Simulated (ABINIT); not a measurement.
Cost against accuracy: ngkpt for NbSi₂ (P6_222, 9 atoms in the cell)

Cell: a = 4.7490 Å, b = 4.7490 Å, c = 6.5080 Å, α = 90.00°, β = 90.00°, γ = 120.00°.

Level of theory: PBE, PAW (JTH v2.0 PBE PAW) (plane waves; ABINIT).

Base settings: pseudos = [Nb.GGA_PBE-JTH.xml, Si.GGA_PBE-JTH.xml]; ecut = 20 Ha; pawecutdg = 40 Ha; pawxcdev = 0; occopt = 6; tsmear = 0.00499791 Ha; ngkpt = 5 5 3; nshiftk = 1; shiftk = 0 0 0; potentials = JTH v2.0 PBE PAW.

Misses are taken against the tightest run, 8 8 5, which need not be fully converged itself. The energy is the free energy per atom.

The count of work is k-points × plane waves × bands × iterations; it is no time, and leaves out set-up, grids and terms that scale otherwise. Core times come from one kind of shared machine and are given to one figure; runs under 30 s give none.

The starting cell comes from a database of computed structures (which also holds hypothetical and non-ambient phases and stackings), without a prior relaxation at this level. Its lattice was rescaled by a random factor within 2.5 % of one. Spin polarisation is off. In the base run, with a pressure of about 8 GPa the cell is away from its equilibrium volume at this level.

The runs (ngkpt): 1 1 1 | 2 2 1 | 2 2 2 | 3 3 2 | 4 4 3 | 5 5 3 | 7 7 4 | 8 8 5.

Problem. Which is the coarsest setting among those run that, with all tighter ones, holds the energy within 10 meV/atom of the reference, and what does it save?

Solution. 3 3 2, off by 3.3 meV/atom; it needs 0.20 of the reference's count of work and about 0.3 of the reference's time.

Problem. Which is the coarsest setting among those run that, with all tighter ones, holds the energy within 5 meV/atom of the reference, and what does it save?

Solution. 7 7 4, off by 0.82 meV/atom; its saving against the reference is no more than about a factor of 2 in the count of work. The coarser 3 3 2 also lies inside, but a setting between leaves the range again, so that is luck.

Problem. For at most 0.05 times the reference's count of work, which run misses the energy least?

Solution. 2 2 1, with a miss of 73 meV/atom at a count of 0.033.

Problem. What does the step from 4 4 3 to 7 7 4 buy?

Solution. It takes the miss in the energy from 3.2 to 0.82 meV/atom, for 3.0 times the count of work and roughly 2 times the time.

```tsv
ngkpt	energy less reference (meV/atom)	pressure less reference (GPa)	largest difference in the force on any atom (eV/Å)	count of work / reference	core time / reference (rough)
1 1 1	-390.67	-3.83	0.668	0.015	0.2
2 2 1	73.26	-0.66	0.923	0.033	0.2
2 2 2	-28.88	-1.16	0.328	0.067	0.2
3 3 2	3.28	-0.14	0.088	0.20	0.3
4 4 3	3.25	0.11	0.030	0.27	0.4
5 5 3	5.99	0.07	0.037	0.33	0.4
7 7 4	0.82	-0.02	0.028	0.80	0.8
8 8 5	0.00	0.00	0.000	1.0	1
```
